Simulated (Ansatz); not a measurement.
A 16-atom cell of (Cu,Al) started in the face-centred cubic structure, site fractions Cu 0.875, Al 0.125, short-range order -0.05 among the nearest mixed sites of the first mixed sublattice (0 is random, a negative value favours unlike neighbours), space group Fmmm at the end, an ordered arrangement that its symmetry holds. The mixed sublattice has 16 sites.

The mixing enthalpy is taken against the end members in the face-centred cubic type, relaxed in the same cell and mesh.

Computed with PBE (plane waves to 420 eV, PAW; Ansatz, an electronic-structure program). Scalar-relativistic, without spin–orbit coupling. Its k-point mesh 6×6×6, Fermi–Dirac width 0.05 eV.

```csv
cell,energy at zero smearing (eV)
Cu,-106002.826
Al,-8600.059
AlCu7,-93828.804
```

### Question
Work out the mixing enthalpy per mixed site and the interaction parameter Ω of a regular solution.

### Answer
With x = 2/16 of the second end member, ΔH = [-93828.804 − 14/16 × (-106002.826) − 2/16 × (-8600.059)] / 16 = -82.7 meV against the separate end members. Ω = ΔH / x(1 − x) = -756 meV.
